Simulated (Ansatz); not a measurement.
The parent structure is WSe2 (space group P6_3/mmc, No. 194; a = 3.230 Å, c = 12.411 Å; layered, stacked along the Cartesian z axis). Axes: x lies along a and z along c of the hexagonal cell.

All numbers come from DFT with PBEsol-D3(BJ), PAW potentials and a 420 eV plane-wave cutoff in Ansatz (a first-principles code), no SOC.

Before the change:

Volume per atom: 18.70 Å³
Valence-band top at Γ: 0.00, -0.78, -1.48 eV

Perturbation: tensile biaxial strain of 3.00 % in the plane normal to [001], as in epitaxy on a mismatched substrate; the out-of-plane cell vector and the atoms relax.

Problem. Estimate the effect on the volume per atom.

Solution. The volume per atom goes up by 0.909 Å³, from 18.70 Å³ to 19.60 Å³.

Problem. What does the calculation give for the valence-band top at Γ after the change?

Solution. The valence-band top at Γ (three highest levels, from the VBM) goes from 0.00, -0.78, -1.48 eV to 0.00, -0.62, -1.20 eV.

Spin-orbit coupling, missing from the scalar runs, can matter with W. The levels and masses belong to the bands next to the band gap. No phonon test of stability was made.
